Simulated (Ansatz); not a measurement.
Functionals compared on a constructed model of the (0001) surface of hcp Co, ferromagnetic, a pseudomorphic layer of Sn in the host's stacking (bottom of the slab: a bare face, its two planes held), in Ansatz (plane waves, PAW). The structure was relaxed with PBE; the other rows are single points on it. Cutoff 420 eV.

Slab: 7 atoms, 12.4 Å thick at the start with caps and adatoms (thin: gaps and levels are the slab's own); k 17x17x1, smearing 0.1 eV, dipole-corrected; 2 atoms held, the rest relaxed; held to the start's symmetry, so lower structures may exist; spin-polarised, ending with about 9.6 μB a cell; orders that need a larger cell were not tried, no spin-orbit, no U. In PBE it is, or lies within 0.01 eV a 1x1 cell of, the lowest of the 2 structures of its composition computed so far; subsurface sites and larger cells were not tried. These notes are the PBE run's.

| functional | work function of the top face (eV) | magnetic moment of the cell (μB) | rough cost of the single point |
|---|---|---|---|
| PBE | 3.24 | 9.62 | – |
| RPBE | ? | 9.69 | roughly 70 core-seconds |

### Question
What belongs in the gaps?

### Answer

- RPBE, work function of the top face (eV): 3.12

Ansatz is an electronic-structure program.
